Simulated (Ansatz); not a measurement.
Response to strain in CdSe

Base system: CdSe in the zinc blende structure (space group F-43m, No. 216; a = 6.1332 Å). Axes: x, y, z lie along the cube axes.

Strains are applied to the cell and any free atomic positions relax; under biaxial strain the out-of-plane vector relaxes too.

Method: Ansatz (an electronic-structure program), r2SCAN, PAW, cutoff 500 eV, no SOC.

Notes on the quantities. energy relative to the base: free energy F.

```tsv
biaxial strain, plane normal [111], relaxed out of plane (%)	energy relative to the base (meV/atom)
-2.5	9.8
-2.08	6.8
-1.67	4.4
-1.25	2.4
-0.83	1.1
-0.42	?
0	0.0
```

### Question
Fit ΔE = Aε² + Bε³ (ε in %) to the rows shown and predict the withheld row.

### Answer
Least squares on the printed values gives A = 1.57 and B = -0.00049 meV/atom (largest residual 0.1 meV/atom); this predicts 0.3 meV/atom, and the run gives 0.3 meV/atom, in agreement.

Whether these cells are dynamically stable was not tested.
